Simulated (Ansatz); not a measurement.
Consider this model of amorphous Si24O48H2.

```yaml
crystal:
  lattice:
    - [10.34794, 0.00000, 0.00000]
    - [0.00000, 10.34794, 0.00000]
    - [0.00000, 0.00000, 10.34794]
  atoms:
    - { symbol: Si, position: [0.87308, 0.31950, 0.29897] }
    - { symbol: Si, position: [0.50773, 0.71345, 0.08202] }
    - { symbol: Si, position: [0.95560, 0.31720, 0.90066] }
    - { symbol: Si, position: [0.65060, 0.47344, 0.97862] }
    - { symbol: Si, position: [0.11015, 0.16163, 0.35332] }
    - { symbol: Si, position: [0.12315, 0.08512, 0.87356] }
    - { symbol: Si, position: [0.47391, 0.58079, 0.35754] }
    - { symbol: Si, position: [0.90304, 0.90060, 0.78895] }
    - { symbol: Si, position: [0.30439, 0.87371, 0.92863] }
    - { symbol: Si, position: [0.77937, 0.56847, 0.44690] }
    - { symbol: Si, position: [0.33292, 0.33999, 0.40013] }
    - { symbol: Si, position: [0.21478, 0.57118, 0.49235] }
    - { symbol: Si, position: [0.38521, 0.07643, 0.76295] }
    - { symbol: Si, position: [0.49066, 0.95891, 0.50503] }
    - { symbol: Si, position: [0.24722, 0.96066, 0.51213] }
    - { symbol: Si, position: [0.93278, 0.95344, 0.29069] }
    - { symbol: Si, position: [0.14019, 0.75128, 0.70249] }
    - { symbol: Si, position: [0.97098, 0.65978, 0.32162] }
    - { symbol: Si, position: [0.77218, 0.39853, 0.69780] }
    - { symbol: Si, position: [0.92765, 0.51163, 0.08837] }
    - { symbol: Si, position: [0.55319, 0.21773, 0.58565] }
    - { symbol: Si, position: [0.73622, 0.92770, 0.05025] }
    - { symbol: Si, position: [0.71952, 0.21682, 0.07428] }
    - { symbol: Si, position: [0.70995, 0.79345, 0.61841] }
    - { symbol: O, position: [0.83717, 0.24706, 0.97526] }
    - { symbol: O, position: [0.80018, 0.91779, 0.66849] }
    - { symbol: O, position: [0.90522, 0.32957, 0.75109] }
    - { symbol: O, position: [0.82196, 0.89454, 0.92203] }
    - { symbol: O, position: [0.24021, 0.12992, 0.77517] }
    - { symbol: O, position: [0.98331, 0.63946, 0.15898] }
    - { symbol: O, position: [0.35845, 0.63339, 0.45718] }
    - { symbol: O, position: [0.15600, 0.08164, 0.48495] }
    - { symbol: O, position: [0.05554, 0.05240, 0.25201] }
    - { symbol: O, position: [0.58142, 0.08496, 0.50087] }
    - { symbol: O, position: [0.07876, 0.22307, 0.93145] }
    - { symbol: O, position: [0.57093, 0.83894, 0.55236] }
    - { symbol: O, position: [0.36653, 0.93281, 0.40662] }
    - { symbol: O, position: [0.53618, 0.58219, 0.99536] }
    - { symbol: O, position: [0.24737, 0.78229, 0.81353] }
    - { symbol: O, position: [0.98920, 0.25537, 0.38717] }
    - { symbol: O, position: [0.77363, 0.21976, 0.22283] }
    - { symbol: O, position: [0.43698, 0.28050, 0.50344] }
    - { symbol: O, position: [0.16392, 0.85056, 0.57942] }
    - { symbol: O, position: [0.37182, 0.78340, 0.03565] }
    - { symbol: O, position: [0.41602, 0.43835, 0.30880] }
    - { symbol: O, position: [0.62531, 0.81808, 0.07064] }
    - { symbol: O, position: [0.66954, 0.72025, 0.75113] }
    - { symbol: O, position: [0.23059, 0.41455, 0.49373] }
    - { symbol: O, position: [0.18731, 0.97544, 0.97133] }
    - { symbol: O, position: [0.83862, 0.93107, 0.16777] }
    - { symbol: O, position: [0.61215, 0.33134, 0.04167] }
    - { symbol: O, position: [0.16689, 0.61089, 0.63916] }
    - { symbol: O, position: [0.37177, 0.99358, 0.62134] }
    - { symbol: O, position: [0.48359, 0.67503, 0.23155] }
    - { symbol: O, position: [0.84951, 0.01844, 0.40745] }
    - { symbol: O, position: [0.24652, 0.23650, 0.31442] }
    - { symbol: O, position: [0.99230, 0.46335, 0.95145] }
    - { symbol: O, position: [0.68321, 0.29372, 0.61823] }
    - { symbol: O, position: [0.41986, 0.96959, 0.87077] }
    - { symbol: O, position: [0.95588, 0.39137, 0.18554] }
    - { symbol: O, position: [0.49712, 0.17829, 0.73125] }
    - { symbol: O, position: [0.80618, 0.51430, 0.60135] }
    - { symbol: O, position: [0.78815, 0.72663, 0.50336] }
    - { symbol: O, position: [0.00310, 0.02367, 0.79234] }
    - { symbol: O, position: [0.66628, 0.07112, 0.04214] }
    - { symbol: O, position: [0.77321, 0.53198, 0.05902] }
    - { symbol: O, position: [0.99535, 0.81747, 0.33447] }
    - { symbol: O, position: [0.68628, 0.45633, 0.82282] }
    - { symbol: O, position: [0.10859, 0.60662, 0.38438] }
    - { symbol: O, position: [0.78637, 0.41647, 0.38052] }
    - { symbol: O, position: [0.61379, 0.57535, 0.42511] }
    - { symbol: O, position: [0.99508, 0.77269, 0.76127] }
    - { symbol: H, position: [0.66851, 0.62614, 0.75552] }
    - { symbol: H, position: [0.85669, 0.98356, 0.49453] }
```

Methods: PBE, scalar-relativistic without spin-orbit coupling (Ansatz, a first-principles code); r2SCAN, scalar-relativistic without spin-orbit coupling (Ansatz); HSE06, scalar-relativistic without spin-orbit coupling (Ansatz). Neutral PBE cell, which sets geometry, pressure and energy: sampling: a 2×2×2 Γ-centred mesh; Fermi-Dirac width 0.02 eV; no spin polarisation. The usual formal charges leave 2 electrons over, so the level spacing at the Fermi energy parts defect or band states and needn't be the band gap. Exact exchange is cut at the faces of this 10 Å cell, which leaves hybrid gaps a finite-size error.

It comes from a melt-quench run on a machine-learned potential (CHGNet), relaxed afterwards by DFT. O atoms were pushed apart under 1.9 Å during the dynamics, to hinder bonds among them. The hot cell started wider than the set density and was brought back towards it in steps. It is the lowest in DFT energy of 2 quenches. It is a model cell: composition and starting density were chosen by hand, and all elements were melted together. No dispersion term was used. A short ab initio anneal came between quench and relaxation. Its density started from a set value of 2.16 and ended at 2.16 g/cm³. Cooling (nominally 390 K/ps over its main leg) ran many orders faster than in experiment, which tends to leave more defects and strain. A cell of this size samples the disorder only roughly. The volume was held where the preparation left it. Cycles of charging lowered its energy after that relaxation.

Q: Give the pressure, the energy against reference phases and the spacing of the highest filled and lowest empty levels.

A: 
| Item | Value |
|---|---|
| Pressure on a 2×2×2 Γ-centred mesh | 0.07 GPa |
| Largest force and stress component on that mesh (the relaxation ran on the zone centre alone) | 0.04 eV/Å and 1.8 GPa |
| Energy relative to alpha cristobalite + H2 gas (lowest mix at this level among the phases computed, not always the ambient ones) | 0.144 eV/atom |
| Level spacing at the Fermi energy on a 2×2×2 Γ-centred mesh (PBE) | 3.27 eV |
| Level spacing at the Fermi energy at the zone centre (PBE) | 3.33 eV |
| Level spacing at the Fermi energy at the zone centre (r2SCAN) | 3.86 eV |
| Level spacing at the Fermi energy at the zone centre (HSE06) | 4.65 eV |
| Distance between the nearest levels spread over more than a fifth of the atoms or a third of the atoms of their main element (six at least) (PBE, zone centre) | 5.21 eV |

Q: At PBE and the zone centre, how localised are the states just below and above the Fermi level (participation number: the atoms over which a state spreads)?

A: The highest filled state is spread over 6.3 atoms' worth, largest on Si18, with weights by element (charge in smoothed Voronoi cells) O 0.50, Si 0.50, H 0.00. The lowest empty state is spread over 33.3 atoms' worth, largest on Si14, with weights by element (charge in smoothed Voronoi cells) O 0.66, Si 0.33, H 0.01.

At PBE the levels at the filled edge of the gap are localised (band-tail or defect states), and the nearest spread-out levels lie 5.2 eV apart at the zone centre.

Neighbours within Si-Si 2.60 Å, Si-O 1.94 Å, Si-H 1.70 Å, O-O 1.58 Å, O-H 1.16 Å, H-H 0.90 Å count as bonded. Two cations that share two anions don't count as bonded, nor two that share one unless they lie closer than Si-Si 2.38 Å.

Added carriers, by PBE, scalar-relativistic without spin-orbit coupling (Ansatz) on the zone centre alone. Charged cells keep the cell fixed and stand in a uniform background, with no image correction, at a width of 0.01 eV; where the count is odd the moment is locked at 1 μB, unless the neutral cell bore moments. Each starts from the undistorted neutral geometry alone. PBE's self-interaction favours spread-out carriers, so it can miss traps that a hybrid finds.

Q: What happens at PBE when the cell takes an extra electron and the atoms relax?

A: Relaxation lowers the charged cell by 1.35 eV. The largest moves are Si14 0.83 Å, O29 0.35 Å, O53 0.22 Å, O36 0.18 Å. The level that holds the added charge spreads over 2.6 atoms' worth, most on Si14 (weight 0.60): a localised (trapped) carrier, which neighbours of that atom can share. Bonds broken: Si14-O53. Made neutral again at that geometry, the cell lies +2.42 eV from the neutral start (a closed shell was imposed there, with levels 0.07 eV apart, so this is an upper bound).

Q: What happens at PBE when the cell takes a hole and the atoms relax?

A: Relaxation lowers the charged cell by 2.27 eV. The largest moves are O67 0.78 Å, Si18 0.66 Å, Si10 0.55 Å, O70 0.54 Å. The level that was emptied spreads over 5.4 atoms' worth, most on Si18 (weight 0.40): a localised (trapped) carrier, which neighbours of that atom can share. Bonds broken: Si10-Si18. Made neutral again at that geometry, the cell lies +1.18 eV from the neutral start.

Ahead of the cycles of charging, a PBE run started with 1 μB on atoms that lack a bond or may hold spare charge lost its moments; other starts weren't tried.
